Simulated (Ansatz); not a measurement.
Consider GaN in the zinc blende structure (space group F-43m, No. 216; a = 4.498 Å).

Calculations: Kohn–Sham DFT with the r2SCAN functional, run in Ansatz (a quantum-chemistry and plane-wave program) with PAW and 500 eV plane waves, scalar-relativistic without spin-orbit coupling, earlier PAW set.

Before the change:

```
Quantity                Value
-------------  --------------
Electron mass  0.17 mₑ (at Γ)
Pressure             0.00 GPa
Band gap              2.17 eV
```

One thing is altered: every lattice vector is shortened by 2.90 %; the atoms relax in the strained cell.

Q: Predict the new electron mass.

A: The electron mass goes from 0.17 mₑ (at Γ) to 0.21 mₑ (at Γ).

Q: What does the calculation give for the pressure after the change?

A: The pressure goes from zero to 20.88 GPa.

Q: Predict the new band gap.

A: The band gap goes up by 0.59 eV, from 2.17 eV to 2.76 eV.

Masses are band curvatures over ±0.01 Å⁻¹ around the edge. Stability against distortions was not tested. This is not the structure that GaN has at room temperature and ambient pressure.
